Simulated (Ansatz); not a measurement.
System: BeS (model structure, started from the wurtzite type, P6₃mc, No. 186, 4 atoms in the cell). Method: r²SCAN in Ansatz (plane waves, PAW).

Numerical settings: plane-wave cutoff 560 eV, 12×12×6 k mesh (along the axes of the cell as run), Fermi–Dirac smearing 0.01 eV, scalar-relativistic PAW data made under PBE.

The cell is the one relaxed with PBEsol. Conventional cell: a = 3.4117 Å, b = 3.4117 Å, c = 5.6250 Å, α = 90.00°, β = 90.00°, γ = 120.00°.

```
BeS
1.0
    3.41172     0.00000     0.00000
   -1.70586     2.95464     0.00000
    0.00000     0.00000     5.62504
Be S
2 2
Direct
  0.66667   0.33333   0.99956
  0.33333   0.66667   0.49956
  0.66667   0.33333   0.62564
  0.33333   0.66667   0.12564
```

Question: List the 9 lowest band energies at Γ above −25 eV (eV, relative to the valence band maximum), grouping those that round alike.

Answer: At Γ: -14.45, -12.78, -6.13, -1.19 (×2), -0.17, 0.00 (×2), 5.77.

Note: the relaxation could raise the start's symmetry but not lower it, so the cell can be a saddle point; cell and atoms aren't relaxed at this level (pressure 2.0 GPa).

A model structure was made by putting elements into a prototype or built by hand; it is no filed structure, need not be a known phase, and can be a saddle point held by its symmetry.

Ansatz is an electronic-structure program.
